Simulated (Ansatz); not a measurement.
A self-consistent single point of a (001) slab of MoPt2 (cut from a parent of space group no. 71; 6 atoms in the cell) with Ansatz (an electronic-structure program).

Method of the run: PBEsol, default PAW files made with PBE (plane waves; Ansatz).

The change in words: vacuum of 3 angstrom (first run: 14 Å). Reference geometry:
```yaml
crystal:
  lattice:
    - [2.77129, 0.00000, 0.00000]
    - [0.00000, 3.98396, 0.00000]
    - [0.00000, 0.00000, 20.90661]
  atoms:
    - { symbol: Mo, position: [0.00000, 0.00000, 0.59990] }
    - { symbol: Pt, position: [0.00000, 0.00000, 0.46537] }
    - { symbol: Pt, position: [0.50000, 0.50000, 0.53463] }
    - { symbol: Mo, position: [0.50000, 0.50000, 0.40010] }
    - { symbol: Pt, position: [0.50000, 0.50000, 0.66518] }
    - { symbol: Pt, position: [0.00000, 0.00000, 0.33482] }
```

Reference input (self-consistent single point, DFT, PBEsol, plane waves, default PAW files made with PBE): basis.ecutwfc = 420 eV; kpoints.mp_grid.grid = 9 7 1; hamiltonian.xc = pbesol; hamiltonian.pseudopotentials = {kind: paw} (the program's default PAW files); scf.occupations.method = gaussian; scf.occupations.width = 0.1 eV. This run's input differs from it in these lines:

Ansatz 0.2 input:
```diff
@@ -4,10 +4,10 @@
     - [0.000000, 3.983960, 0.000000]
-    - [0.000000, 0.000000, 20.906615]
+    - [0.000000, 0.000000, 9.906626]
   atoms:
-    - { symbol: Mo, position_ang: [0.000000, 0.000000, 12.541899] }
-    - { symbol: Pt, position_ang: [0.000000, 0.000000, 9.729291] }
-    - { symbol: Pt, position_ang: [1.385644, 1.991980, 11.177324] }
-    - { symbol: Mo, position_ang: [1.385644, 1.991980, 8.364716] }
-    - { symbol: Pt, position_ang: [1.385644, 1.991980, 13.906620] }
-    - { symbol: Pt, position_ang: [0.000000, 0.000000, 6.999995] }
+    - { symbol: Mo, position_ang: [0.000000, 0.000000, 7.041907] }
+    - { symbol: Pt, position_ang: [0.000000, 0.000000, 4.229297] }
+    - { symbol: Pt, position_ang: [1.385644, 1.991980, 5.677329] }
+    - { symbol: Mo, position_ang: [1.385644, 1.991980, 2.864719] }
+    - { symbol: Pt, position_ang: [1.385644, 1.991980, 8.406624] }
+    - { symbol: Pt, position_ang: [0.000000, 0.000000, 1.500002] }
 basis:
```

Output, abridged:

```
SCF iter   1: F=—  HF=-59329.594731 eV  |F-HF|=—  |Δ(HF+E_count)|=         —  Δρ=1.02e-2  dr2=1.01e-1  ethr=1.77e-3  ⟨swp⟩=5.8  Hψ=4080  notcnv=0
all-band conjugate gradients solve this SCF's bands
preconditioner: auto → Kerker (q_TF=auto, 2.688 Å⁻¹)
SCF iter   2: F=—  HF=-59329.580424 eV  |F-HF|=—  |Δ(HF+E_count)|=   1.43e-2  Δρ=5.21e-3  dr2=2.59e-2  ethr=1.01e-4  ⟨swp⟩=1.7  Hψ=1438  notcnv=0
   [... lines left out ...]
SCF iter   5: F=—  HF=-59329.575200 eV  |F-HF|=—  |Δ(HF+E_count)|=   5.60e-5  Δρ=1.21e-4  dr2=8.52e-5  ethr=5.85e-7  ⟨swp⟩=2.0  Hψ=1446  notcnv=0
SCF iter   6: F=—  HF=-59329.575192 eV  |F-HF|=—  |Δ(HF+E_count)|=   7.75e-6  Δρ=3.20e-5  dr2=4.99e-6  ethr=8.52e-8  ⟨swp⟩=2.0  Hψ=1397  notcnv=0
SCF iter   7: F=—  HF=-59329.575192 eV  |F-HF|=—  |Δ(HF+E_count)|=   2.50e-7  Δρ=1.03e-5  dr2=2.29e-7  ethr=4.99e-9  ⟨swp⟩=2.0  Hψ=1476  notcnv=0
SCF iter   8: F=-59329.575192 eV  HF=-59329.575192 eV  |F-HF|=6.66e-9  |Δ(HF+E_count)|=   2.19e-8  Δρ=2.52e-6  dr2=1.22e-8  ethr=1.00e-10  ⟨swp⟩=8.4  Hψ=4317  notcnv=0
SCF 1 converged in 8 iterations: F = -59329.575192 eV  dr2 = 1.22e-8
Free energy (F): -59329.575192 eV
Internal energy: -59329.547791 eV  (E = F + TS)
E sigma→0 (E₀):  -59329.561492 eV
Entropy (-TS):   -0.027400 eV (-4.567 meV/atom)
Fermi energy:    18.032168 eV
--- Forces (eV/Å), atoms counted from 1 ---
  atom   1  Mo     0.00000000     0.00000000     0.08633633
  atom   2  Pt     0.00000000     0.00000000     0.32570624
  atom   3  Pt     0.00000000     0.00000000    -0.32570624
  atom   4  Mo     0.00000000     0.00000000    -0.08633633
  atom   5  Pt     0.00000000     0.00000000     0.03952519
  atom   6  Pt     0.00000000     0.00000000    -0.03952519
--- Stress (GPa, compression-positive) ---
      -14.593495       0.000000       0.000000
        0.000000     -19.262029       0.000000
        0.000000       0.000000     -13.886774
  P = ⅓ Tr σ = -15.9141 GPa (-159.141 kbar)
  The stress holds the Pulay correction. Without it, at fixed plane waves, as pw.x and ABINIT print it: P = -15.9538 GPa
```

The run converged in 8 iterations. Against the reference run the free energy falls by 141 meV/atom and the largest force goes from 0.935 to 0.326 eV/Å.

The starting cell comes from a database of computed structures (which also holds hypothetical and non-ambient phases and stackings), without a prior relaxation at this level. The slab is cut from that crystal, and its faces are unrelaxed. Its lattice was rescaled by up to half a per cent. Spin polarisation is off.
